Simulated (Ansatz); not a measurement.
Structures of equal composition on the (111) surface of fcc Al: a layer of Ru in place of the second plane; a layer of Ru in place of the third plane. The slabs share one bottom face, and each structure is named by its start. These are constructed structures in small cells; real faces may alloy, dewet or reconstruct in larger ones, and not all known structures of the face are among them. Slabs of about 12 Å, Fermi-Dirac smearing of 0.1 eV. Bottom of the slabs: a bare face, its two planes held. Relaxed from the named starts with such symmetry as they have, on meshes of like density; energies extrapolated to zero smearing; spin only where a row says so; no spin-orbit coupling, no U. Brackets mark spin-polarised runs, whose order is one that fits the cell.

All values below come from PBE (plane waves to 420 eV, PAW; Ansatz, a quantum-chemistry and plane-wave program).

**Question.** Put the candidates in order of energy per 1x1 cell, lowest first, for PBE.

**Answer.** a layer of Ru in place of the third plane (0.000 eV), a layer of Ru in place of the second plane (0.123 eV)
